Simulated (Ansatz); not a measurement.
Base system: NaI in the rock salt structure (space group Fm-3m, No. 225; a = 6.4021 Å).

All numbers come from PBEsol (Ansatz, a program for electronic structure), without spin-orbit coupling.

Before the change:

| Item | Result |
|---|---|
| Band gap | 3.60 eV |
| Gap character | direct at Γ |

Modification: cell and atoms relaxed at a pressure of 0.7 GPa.

Q: Estimate the effect on the band gap.

A: The band gap increases by 0.10 eV to 3.70 eV.

Q: Predict the new gap character.

A: The gap character stays direct at Γ.

Spin-orbit coupling, missing from the scalar runs, can matter with I. Load acts through the strain it causes; cell and atoms are relaxed under it. Stability against distortions was not tested.
